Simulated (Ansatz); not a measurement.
Consider NaCl in the rock salt structure (space group Fm-3m, No. 225).

NaCl is modelled in the cubic space group Fm-3m (No. 225), the rock salt structure, Pearson symbol cF8. Cell: a = 5.696 Å, b = 5.696 Å, c = 5.696 Å, α = 90.00°, β = 90.00°, γ = 90.00°. Cl on 4a is coordinated by 6 Na at 2.848 Å (octahedral). Na on 4b sees 6 Cl at 2.848 Å (octahedral). (Neighbours: up to the widest gap in distance over summed covalent radii, below 1.35, at either atom; cation-cation and far metal-metal contacts left out.)
(The calculation used a cell of 2 atoms; values per cell refer to that cell.)

The values are results of Ansatz (a program for electronic structure), PBE, PAW, cutoff 420 eV, spin-orbit coupling left out, earlier PAW set, not measurements.

For the base:

```
Item          Result
--------  ----------
Density   2.10 g/cm³
Band gap     5.00 eV
```

Now apply this change: hydrostatic tension (pressure −2 GPa).

What does the calculation give for the density after the change?

The density shrinks by 0.22 g/cm³ to 1.88 g/cm³.

What does the calculation give for the band gap after the change?

The band gap falls by 0.374 eV (5.00 eV → 4.62 eV).

Load acts through the strain it causes; cell and atoms are relaxed under it. No phonon test of stability was made.
